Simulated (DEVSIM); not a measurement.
System: illuminated GaAs p-on-n cell, one wavelength, at 400 K.

Layer 1 from the left is GaAs, thickness (μm) 0.0920, Na (cm⁻³) 5.6e17, τn (s) 6.1e-9, τp (s) 2.4e-10, absorption coefficient (cm⁻¹) 79000. Layer 2 from the left is GaAs, thickness (μm) 2.30, Nd (cm⁻³) 2e15, τn (s) 6.1e-9, τp (s) 6.1e-9, absorption coefficient (cm⁻¹) 79000.

Left contact: ohmic, minority electron recombination velocity 2e6 cm/s. Right contact: ohmic, minority hole recombination velocity 5e5 cm/s. Voltage is applied to the left contact. Recombination: SRH at mid-gap, radiative, Auger. Light enters at the left, 6.3e16 photons cm⁻² s⁻¹, one pass, no reflection. Mobility is μmin + (μ − μmin)/(1 + (N/Nref)^α).

Constants are typed, rounded textbook-type inputs, not results; the design itself was drawn at random and stands for no fabricated device. Values at 300 K; Nc and Nv go as T^1.5, mobilities as T to minus their exponent, the gap by Varshni's rule with the affinity fixed.

GaAs: gap (eV) 1.424, affinity (eV) 4.07, permittivity 12.9, Nc (cm⁻³) 4.7e17, Nv (cm⁻³) 9e18, μn (cm²/Vs) 8500, μp (cm²/Vs) 400, μn,min 500, μp,min 20, Nref,n 6e16, Nref,p 1.5e17, αn 0.39, αp 0.38, T exponent of μn 2.1, T exponent of μp 2.2, B (cm³/s) 2e-10, Cn (cm⁶/s) 1e-30, Cp (cm⁶/s) 1e-30, Varshni α (eV/K) 0.000541, Varshni β (K) 204.

Model (solved in DEVSIM): 1D drift-diffusion, Boltzmann statistics, complete ionisation; no tunnelling, impact ionisation, image-force lowering or self-heating.

What does the simulation give for the short-circuit current, the potential step across the device at zero bias, the dark forward voltage at 100 A/cm², the largest field in the device at zero bias?

short-circuit current 9.42 mA/cm²; potential step across the device at zero bias 1.064 V; dark forward voltage at 100 A/cm² 0.975 V; largest field in the device at zero bias 49000 V/cm.
